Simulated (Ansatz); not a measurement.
An Ansatz (an electronic-structure program) input (Ansatz PBEsol, scalar-relativistic without spin-orbit coupling, earlier PAW set):

Ansatz 0.2 input:
```yaml
crystal:
  lattice:
    - [0, 2.8090091378, 2.8090091378]
    - [2.8090091378, 0, 2.8090091378]
    - [2.8090091378, 2.8090091378, 0]
  atoms:
    - { symbol: Sn, position: [0.75, 0.75, 0.75] }
    - { symbol: Be, position: [0, 0, 0] }
basis: { ecutwfc: 420, ecutrho_ratio: 4, xc_grid: 2, fft_grid_basis: typed }
kpoints: { mp_grid: { grid: [14, 14, 14] } }
hamiltonian:
  xc: pbesol
  dispersion: none
  pseudopotentials: { azcp: { folder: ./paw }, kind: paw }
scf: { occupations: { method: fermi_dirac, width: 0.05 }, convergence: { dr2_threshold: 0.0000000002 } }
output: { forces: true, stress: true }
checkpoint: { write: state.ck, write_every: 1000 }
```

Problem. Which symmetry and how many k-points will the program report, and about how many plane waves at Γ?

Solution. Space group F-43m (ITA 216) with 24 operations, k-points 104 of 2744, and 893 plane waves at Γ.

Stability against distortions was not tested. The cell was made from BeTe by this change: Te → Sn; the result is a hypothetical phase, not in the database extracts checked.
